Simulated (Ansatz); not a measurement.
How far a parabola holds: energy against volume of zinc-blende BeS

System: zinc-blende BeS. Method: LDA in Ansatz (plane waves, PAW). Settings: plane-wave cutoff 520 eV, 12×12×12 k mesh, Fermi–Dirac smearing 0.01 eV, scalar-relativistic PAW data made under PBE. The cell has no free parameter but its volume, all volumes share cutoff and mesh, and the runs aren't spin-polarised. Energies are free energies at the run's smearing, counted from the lowest row; static lattice.

| V (Å³/atom) | E (meV/atom) |
|---|---|
| 12.965 | ? |
| 13.241 | 7.48 |
| 13.517 | 1.80 |
| 13.793 | 0.00 |
| 14.068 | 1.72 |
| 14.344 | 6.63 |

Question: Using a parabola, estimate the missing E at V = 12.965 from the other rows, showing the fit.

Answer: With u = V - 13.8, the rows have u = -0.5590, -0.2830, -0.0070, 0.2680, 0.5440. Least squares gives E = -0.004 - 0.298·u + 23.196·u². Residuals (row less fit): 0.069, -0.138, 0.001, 0.138, -0.068; standard error 0.154 (degrees of freedom: 2). The fitted curve has its minimum at V = 13.8, where E = 0.00. Its curvature is d²E/dV² = 2 × 23.196 meV/Å⁶, so B = V0·d²E/dV² × 0.1602 = 103 GPa. At the withheld row, u = -0.8350, so E = -0.004 - 0.298 × (-0.8350) + 23.196 × (-0.8350)² = 16.418 meV/atom. The calculation gives 17.42 meV/atom, 1.002 meV/atom above the prediction (5.8 % of the range of E in the table). The row lies outside the fitted rows, so this is an extrapolation. From the scatter of the fitted rows alone, a prediction at this place has a standard error of 0.365 meV/atom, so the miss is 2.7 times that.

The residuals are curvature that a parabola lacks, not noise. A solid that stiffens under compression and softens on expansion lies above the parabola at the compressed end and under it at the expanded end, as this row does. A third-order Birch-Murnaghan fit to the whole scan has B0 = 102 GPa. Only scans are tabulated whose curvature falls smoothly with volume, and where the parabola meets the shown rows within 5 % of their range and misses the end by 0.1 meV or more.

Measured, for comparison: bulk modulus 105 GPa (room temperature, not corrected to a static lattice; as tabulated in Narayana, Nesamony, Ruoff, Phys. Rev. B 56, no. 22 (1997)). Computed less measured: bulk modulus -2.9 %.

Ansatz is a first-principles code.
